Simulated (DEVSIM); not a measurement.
Structure: Au/SiO2/n-Si capacitor, at 450 K.

```csv
layer (left to right),material,thickness (nm),Nd (cm⁻³)
1,SiO2,1.00,-
2,Si,5200,1.2e16
```

Metal gate on the left, work function 5.1 eV. Fixed charge at the semiconductor interface 1.7e11 cm⁻² (in units of +e); no interface traps.

This is a model device: material constants are rounded textbook-type values typed into the input, and sizes, dopings and lifetimes were drawn at random. Values at 300 K; Nc and Nv go as T^1.5, mobilities as T to minus their exponent, the gap by Varshni's rule with the affinity fixed.

| parameter | SiO2 | Si |
|---|---|---|
| gap (eV) | 9 | 1.124 |
| affinity (eV) | 0.9 | 4.05 |
| permittivity | 3.9 | 11.7 |
| Nc (cm⁻³) | - | 2.86e19 |
| Nv (cm⁻³) | - | 3.1e19 |
| Varshni α (eV/K) | - | 0.000473 |
| Varshni β (K) | - | 636 |

Model (solved in DEVSIM): 1D Poisson equation in equilibrium, Boltzmann statistics, complete ionisation; no quantum confinement or tunnelling. Metal contacts follow the ideal Schottky-Mott rule: no Fermi-level pinning, no interface dipoles.

**Question.** Tabulate band edges, carrier densities and field at 0.4 V on the gate.

**Answer.** Energies count from the Fermi level of the right contact; mesh points crowd at the junctions.

| x (μm) | Ec (eV) | Ev (eV) | n (cm⁻³) | p (cm⁻³) | field (V/cm) |
|---|---|---|---|---|---|
| 0.000 | 3.800 | -5.200 | < 1e2 | < 1e2 | -170000 |
| 0.0005342 | 3.791 | -5.209 | < 1e2 | < 1e2 | -170000 |
| 0.001214 | 0.632 | -0.449 | 4.4e12 | 5.3e14 | -32000 |
| 0.002640 | 0.628 | -0.454 | 4.9e12 | 4.7e14 | -31000 |
| 0.007322 | 0.613 | -0.468 | 7.1e12 | 3.3e14 | -30000 |
| 0.01561 | 0.589 | -0.493 | 1.3e13 | 1.7e14 | -29000 |
| 0.03197 | 0.544 | -0.538 | 4.3e13 | 5.4e13 | -26000 |
| 0.08567 | 0.431 | -0.650 | 7.8e14 | 3.0e12 | -16000 |
| 0.1747 | 0.347 | -0.735 | 6.9e15 | 3.4e11 | -4300 |
| 0.3684 | 0.325 | -0.756 | 1.2e16 | 2.0e11 | -76 |
| 0.7506 | 0.325 | -0.756 | 1.2e16 | 1.9e11 | ≈ 0 |
| 2.006 | 0.325 | -0.756 | 1.2e16 | 1.9e11 | ≈ 0 |
| 3.528 | 0.325 | -0.756 | 1.2e16 | 1.9e11 | ≈ 0 |
| 4.408 | 0.325 | -0.756 | 1.2e16 | 1.9e11 | ≈ 0 |
| 4.894 | 0.325 | -0.756 | 1.2e16 | 1.9e11 | ≈ 0 |
| 5.056 | 0.325 | -0.756 | 1.2e16 | 1.9e11 | ≈ 0 |
| 5.130 | 0.325 | -0.756 | 1.2e16 | 1.9e11 | ≈ 0 |
| 5.168 | 0.325 | -0.756 | 1.2e16 | 1.9e11 | ≈ 0 |
| 5.189 | 0.325 | -0.756 | 1.2e16 | 1.9e11 | ≈ 0 |
| 5.196 | 0.325 | -0.756 | 1.2e16 | 1.9e11 | ≈ 0 |
| 5.199 | 0.325 | -0.756 | 1.2e16 | 1.9e11 | ≈ 0 |
| 5.201 | 0.325 | -0.756 | 1.2e16 | 1.9e11 | ≈ 0 |
